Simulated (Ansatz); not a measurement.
A constructed model of the (100) surface of fcc Rh, a layer of Mo in place of the second plane (bottom of the slab: a bare face, its two planes held)

Computed with PBE (plane waves to 420 eV, PAW; Ansatz, a quantum-chemistry and plane-wave program).

Set-up: 6 atoms, 9.7 Å thick at the start (thin: gaps and levels are the slab's own); mesh 14x14x1; 0.1 eV smearing; dipole correction on; 2 atoms held, the rest relaxed; held to the start's symmetry, so lower structures may exist; no spin, no spin-orbit, no U. It is one candidate, not shown to be the stable structure of the face.

- work function of the top face: 4.40 eV
- energy released by relaxation: 0.11 eV
- cost: very roughly 2.5 core-minutes
